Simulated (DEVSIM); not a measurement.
Device: illuminated Si n-on-p cell, one wavelength, at 350 K.

```
layer (left to right)  material  thickness (μm)  Nd (cm⁻³)  Na (cm⁻³)  τn (s)  τp (s)  absorption coefficient (cm⁻¹)
---------------------  --------  --------------  ---------  ---------  ------  ------  -----------------------------
1                            Si           0.310     1.6e19          -  1.4e-7  2.9e-9                            410
2                            Si             280          -       3e15  1.8e-7  1.8e-7                            410
```

Left contact: ohmic, minority hole recombination velocity 30 cm/s. Right contact: ohmic, minority electron recombination velocity 20 cm/s. Voltage is applied to the left contact. Recombination: SRH at mid-gap, radiative, Auger. Gap narrowing is on: ΔEg = 6.92 meV × (l + √(l² + 0.5)), l = ln(N/1.3e17 cm⁻³), shared equally by both band edges. Light enters at the left, 1.9e18 photons cm⁻² s⁻¹, one pass, no reflection. Mobility is constant in doping.

Constants are typed, rounded textbook-type inputs, not results; the design itself was drawn at random and stands for no fabricated device. Values at 300 K; Nc and Nv go as T^1.5, mobilities as T to minus their exponent, the gap by Varshni's rule with the affinity fixed.

```tsv
parameter	Si
gap (eV)	1.124
affinity (eV)	4.05
permittivity	11.7
Nc (cm⁻³)	2.86e19
Nv (cm⁻³)	3.1e19
μn (cm²/Vs)	1417
μp (cm²/Vs)	470
T exponent of μn	2.3
T exponent of μp	2.2
B (cm³/s)	4.7e-15
Cn (cm⁶/s)	2.8e-31
Cp (cm⁶/s)	9.9e-32
Varshni α (eV/K)	0.000473
Varshni β (K)	636
```

Model (solved in DEVSIM): 1D drift-diffusion, Boltzmann statistics, complete ionisation; no tunnelling, impact ionisation, image-force lowering or self-heating.

The photon flux was swept, all else fixed.

| photon flux (cm^-2 s^-1) | fill factor | open-circuit voltage (V) | largest power (mW/cm²) | share of generated pairs collected at short circuit |
|---|---|---|---|---|
| 5.7e16 | 0.69 | 0.321 | 1.02 | 0.505 |
| 1.9e17 | 0.71 | 0.358 | 3.91 | 0.506 |
| 5.7e17 | 0.72 | 0.392 | 13.0 | 0.507 |
| 1.9e18 | 0.70 | 0.428 | 46.9 | 0.513 |
| 5.7e18 | 0.62 | 0.460 | 139 | 0.530 |
| 1.9e19 | 0.38 | 0.493 | 330 | 0.585 |
| 5.7e19 | 0.26 | 0.519 | 466 | 0.378 |

From the first row to the last the fill factor goes from 0.69 to 0.26. From the first row to the last the open-circuit voltage goes from 0.321 to 0.519.
